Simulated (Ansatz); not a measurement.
Consider Rh in the fcc (Cu type) structure (space group Fm-3m, No. 225; relaxed with 0.1 eV smearing).

```xyz
1
Lattice="0.0000 1.9008 1.9008 1.9008 0.0000 1.9008 1.9008 1.9008 0.0000" Properties=species:S:1:pos:R:3 pbc="T T T"
Rh     0.0000     0.0000     0.0000
```

Cartesian axes are those of the cell as printed.

Level of theory: r2SCAN/PAW in Ansatz (a program for electronic structure), no spin-orbit coupling.

Base values:

| Property | Result |
|---|---|
| Pressure | 0.0 GPa |
| Shortest interatomic distance | 2.688 Å |

The change: tensor shear ε_xy = +1.43 % (engineering shear γ = 0.0286); the atoms relax in the strained cell.

Task: Estimate the effect on the pressure, energy relative to the base and shortest interatomic distance.

Result: The pressure (mean of the normal stresses, compression positive) goes from zero to 0.3 GPa; the energy increases by 6.8 meV/atom; the shortest interatomic distance shrinks by 0.038 Å, from 2.688 Å to 2.650 Å.

Whether these cells are dynamically stable was not tested. The final runs are not spin-polarised.
